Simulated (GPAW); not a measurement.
## Several settings converged on Sn (Immm, 1 atom in the cell)

```
CELL_PARAMETERS angstrom
     -1.69629     1.96052     2.11419
      1.69629    -1.96052     2.11419
      1.69629     1.96052    -2.11419
ATOMIC_POSITIONS crystal
  Sn 0.00000 0.00000 0.00000
```

Base method: PBEsol, GPAW PAW datasets PBEsol (made by gpaw-setup) (plane waves; GPAW 25.7.0).

Base settings: mode = pw; ecut = 550 eV; xc = PBEsol; kpts = 6 6 6; mesh shift (steps) = 0 0 0; occupations.name = fermi-dirac; occupations.width = 0.1 eV; nbands = -7; convergence.forces = 0.001 eV/Å; symmetry.symmorphic = false.

The count of work is k-points × plane waves × bands × iterations; it is no time. 

**The k-point mesh at a smearing width of 0.02 eV**

In this ladder: occupations.width = 0.02 eV.

Only quantities that move along the ladder and can be compared are tabulated.

| kpts | free energy less the last step's (meV/atom) | pressure (GPa) | count of work / last |
|---|---|---|---|
| 5 5 5 | 123.89 | -2.41 | 0.0082 |
| 7 7 7 | -23.04 | -2.78 | 0.027 |
| 8 8 8 | -13.84 | -3.51 | 0.020 |
| 12 12 12 | 2.13 | -3.17 | 0.080 |
| 17 17 17 | 0.88 | -3.37 | 0.20 |
| 20 20 20 | -0.87 | -3.39 | 0.35 |
| 30 30 30 | 0.00 | -3.33 | 1.0 |

Coarsest kpts that holds the pressure within 0.5 GPa of the last step, with all finer ones: 8 8 8, at 0.020 of the last step's count of work; the step before is off by 0.55 GPa.

Coarsest kpts that holds the free energy within 5 meV/atom of the last step, with all finer ones: 12 12 12, at 0.080 of the last step's count of work; the step before is off by 14 meV/atom.

**The width of Gaussian smearing**

In this ladder: kpts = 10 10 10; occupations.name = methfessel-paxton; occupations.order = 0.

Narrow widths need finer meshes than wide ones, so the last steps can hold mesh noise.

Only quantities that move along the ladder and can be compared are tabulated; pressure and forces are left out, as mesh noise rules them at narrow widths.

| occupations.width | free energy less the last step's (meV/atom) | energy extrapolated to zero width less the last step's (meV/atom) |
|---|---|---|
| 1 eV | -145.61 | -3.54 |
| 0.5 eV | -35.65 | 0.39 |
| 0.3 eV | -11.75 | -0.27 |
| 0.1 eV | 0.00 | 0.00 |

Widest occupations.width that holds the free energy within 5 meV/atom: not settled: the last two steps still differ by 12 meV/atom, over half the tolerance, so the ladder does not show it.

Widest occupations.width that holds the energy extrapolated to zero width within 1 meV/atom of the last step, with all finer ones: 0.5 eV; the step before is off by 3.5 meV/atom.

The extrapolation to zero width removes most of the smearing's effect on the energy.

**The SCF threshold**

In this ladder: convergence.forces = default. Moved along: convergence.density, convergence.eigenstates.

The mesh stays at the base's, so the ladder's end is converged at best in this setting alone.

Only quantities that move along the ladder and can be compared are tabulated.

```csv
convergence.energy,pressure (GPa),count of work / last
0.007 eV/electron,-2.99,0.084
0.0007 eV/electron,-3.09,0.12
7e-05 eV/electron,-2.99,0.18
7e-07 eV/electron,-2.99,0.28
7e-09 eV/electron,-2.99,0.34
7e-12 eV/electron,-2.99,0.47
7e-14 eV/electron,-2.99,1.0
```

Coarsest convergence.energy that holds the pressure within 0.05 GPa of the last step, with all finer ones: 7e-05 eV/electron, at 0.18 of the last step's count of work; the step before is off by 0.10 GPa.

On the base run: the starting cell comes from a database of computed structures (which also holds hypothetical and non-ambient phases and stackings), without a prior relaxation at this level. Its lattice was rescaled by up to half a per cent.

Left out of this page: 2 runs of the series outside the window shown, repeating another row's setting, or not comparable.
